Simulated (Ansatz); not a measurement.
The starting structures come from a database of crystals and need not be the phases stable at ambient conditions.

Inside the gap of an insulator the Bloch states are evanescent, with a wavenumber k + iκ along the transport direction.

Data:

```yaml
crystal:
  lattice:
    - [5.96646, 0.00000, 0.00000]
    - [0.00000, 5.96646, 0.00000]
    - [2.98323, -2.98323, 4.21892]
  atoms:
    - { symbol: Ca, position: [0.00000, 0.00000, 0.00000] }
    - { symbol: Sn, position: [0.50000, 0.50000, 0.00000] }
    - { symbol: F, position: [0.26606, 0.73394, 0.46788] }
    - { symbol: F, position: [0.73394, 0.26606, 0.53212] }
    - { symbol: F, position: [0.73394, 0.73394, 0.00000] }
    - { symbol: F, position: [0.26606, 0.26606, 0.00000] }
    - { symbol: F, position: [0.26606, 0.73394, 0.00000] }
    - { symbol: F, position: [0.73394, 0.26606, 0.00000] }
```

Space group of this cell: Fm-3m. The cell is taken as given; by r2SCAN its mean pressure is -0.5 GPa.

Transport runs along the normal of the first two printed cell vectors, the (001) plane of the conventional cell.

No gap correction and no spin-orbit coupling; mid-gap values are interpolated between computed energies.

Estimate the band gap and the smallest decay constant κ at mid-gap that r2SCAN (Ansatz, a quantum-chemistry and plane-wave program) returns for this system.

Gap 6.60 eV on a 8×8×8 mesh; κ = 0.589 1/Å, at the zone centre.
